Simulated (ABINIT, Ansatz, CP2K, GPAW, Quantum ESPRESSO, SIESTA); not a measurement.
# Li (Im-3m, 1 atom in the cell) computed with different codes at matched settings

Self-consistent single point.

```
Li
1.0
   -1.74500     1.74500     1.74500
    1.74500    -1.74500     1.74500
    1.74500     1.74500    -1.74500
Li
1
Direct
  0.00000   0.00000   0.00000
```

All programs got the same cell, k-point mesh and kind of occupations (in Ansatz's words: kpoints.mp_grid.grid = 11 11 11; scf.occupations.method = gaussian; scf.occupations.width = 0.136 eV); potentials, basis and cutoffs are each program's usual ones.

```
code                                                                                                                                model  pressure (GPa)  k-points       cutoff
----------------  -----------------------------------------------------------------------------------------------------------------------  --------------  --------  -----------
GPAW                                                                                         PBE, GPAW PAW datasets PBE (gpaw-data 1.0.1)           -0.61        56       600 eV
Ansatz                                                                                                             PBE, default PAW files           -0.63        56      default
Quantum ESPRESSO                                                          PBE, PseudoDojo standard norm-conserving (PBE) pseudopotentials           -0.63        56        75 Ry
SIESTA            GGA PBE, numerical atomic orbitals DZP, PseudoDojo PBE standard norm-conserving potentials (rewritten from UPF to PSML)           -0.53       666  grid 300 Ry
CP2K                                                              PBE, GPW, DZVP-MOLOPT-SR-GTH basis, GTH-PBE potentials (GTH_POTENTIALS)           -0.17       666  grid 400 Ry
ABINIT                                                           PBE, norm-conserving pseudopotentials (PseudoDojo nc-sr-05 PBE standard)           -0.64        56        37 Ha
```

The spread over the programs that give each value: pressure within 0.47 GPa.

The starting cell has typed, rounded lattice constants, without a prior relaxation at this level.

Why do the programs differ, and what cannot be compared?

Differences of this kind can come from the potentials, where these differ, and from what each basis and cutoff leave unconverged. The valence holds different numbers of electrons (GPAW 1, Ansatz (a first-principles code) 3, Quantum ESPRESSO 3, SIESTA 3, CP2K 3, ABINIT 3). The zero of total energies and Fermi levels follows the potentials and each program's conventions, so they are not compared here. SIESTA and CP2K use small atom-centred bases, whose incompleteness enters pressures, forces and empty levels differently from a plane-wave cutoff. Ansatz's pressure is given at a fixed set of plane waves, as the other plane-wave codes print theirs. The programs reduce the same mesh by symmetry to different extents, which changes the work and not the result.

Left out of this page: PySCF, Elk and FLEUR (not drawn, or without a comparable value).

Keys are those of Ansatz 0.2.
